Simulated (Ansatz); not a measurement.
# Response to strain in W3N4

The parent structure is W3N4 (space group Pm-3m, No. 221; a = 4.215 Å). Axes: x, y, z lie along the cube axes.

Strains are applied to the cell and any free atomic positions relax; under biaxial strain the out-of-plane vector relaxes too.

Level of theory: PBE (Ansatz, a first-principles code; PAW; 420 eV plane waves; scalar-relativistic without spin-orbit coupling).

Notes on the quantities. energy relative to the base: free energy F; pressure: mean of the normal stresses, compression positive.

```csv
change,energy relative to the base,pressure,space group,shortest interatomic distance
base,0 meV/atom,0.0 GPa,Pm-3m (No. 221),2.108 Å
"biaxial strain −3.56 %, plane normal [001], relaxed out of plane",+82 meV/atom,24.7 GPa,P4/mmm (No. 123),2.033 Å
"biaxial strain −2.99 %, plane normal [001], relaxed out of plane",+57 meV/atom,20.3 GPa,P4/mmm (No. 123),2.045 Å
"biaxial strain +1.81 %, plane normal [001], relaxed out of plane",+17 meV/atom,-9.1 GPa,P4/mmm (No. 123),2.094 Å
"biaxial strain −0.37 %, plane normal [110], relaxed out of plane",+0.4 meV/atom,1.2 GPa,Cmmm (No. 65),2.100 Å
"biaxial strain −3.17 %, plane normal [111], relaxed out of plane",+21 meV/atom,6.9 GPa,R-3m (No. 166),2.097 Å
isotropic strain −2.39 %,+65 meV/atom,29.5 GPa,Pm-3m (No. 221),2.057 Å
uniaxial strain ε_xx = +3.17 %,+22 meV/atom,-9.3 GPa,P4/mmm (No. 123),2.108 Å
uniaxial strain ε_yy = +1.76 %,+7.4 meV/atom,-5.6 GPa,P4/mmm (No. 123),2.108 Å
tensor shear ε_xy = −3.49 %,+11 meV/atom,0.4 GPa,Cmmm (No. 65),2.108 Å
```

Without a gap, meshes like the base's 11×11×11 leave anisotropic stresses uncertain by several tenths of a GPa, and small strain energies with them. No phonon test of stability was made. The final runs are not spin-polarised.
